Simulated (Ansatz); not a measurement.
# A computed series for ZnSiP2: pressure series

Consider ZnSiP2 in the chalcopyrite structure (space group I-42d, No. 122; a = 5.353 Å, c = 10.445 Å).

Cell and atoms are relaxed at each pressure.

All numbers come from PBEsol (Ansatz, a quantum-chemistry and plane-wave program), no spin-orbit coupling.

Two rows of this table had their results exchanged by mistake.

```
pressure           volume per atom (Å³)  shortest distance (Å)  band gap
-----------------  --------------------  ---------------------  --------
pressure −2 GPa                   19.13                  2.270   1.21 eV
pressure −1 GPa                   18.91                  2.262   1.19 eV
pressure 0.9 GPa                  18.53                  2.248   1.14 eV
pressure 2.1 GPa                  18.31                  2.240   1.11 eV
pressure 4.5 GPa                  15.81                  2.145   0.71 eV
pressure 9 GPa                    17.25                  2.202   0.96 eV
pressure 15 GPa                   16.54                  2.174   0.84 eV
pressure 22.5 GPa                 17.90                  2.226   1.05 eV
pressure 30 GPa                   15.22                  2.121   0.59 eV
```

Q: Which two?

A: The rows for pressure 4.5 GPa and pressure 22.5 GPa: the volume has to fall steadily with pressure, so 17.90 Å³ belongs to pressure 4.5 GPa and 15.81 Å³ to pressure 22.5 GPa.

Load acts through the strain it causes; cell and atoms are relaxed under it. No phonon test of stability was made. No other phases were tried under pressure.
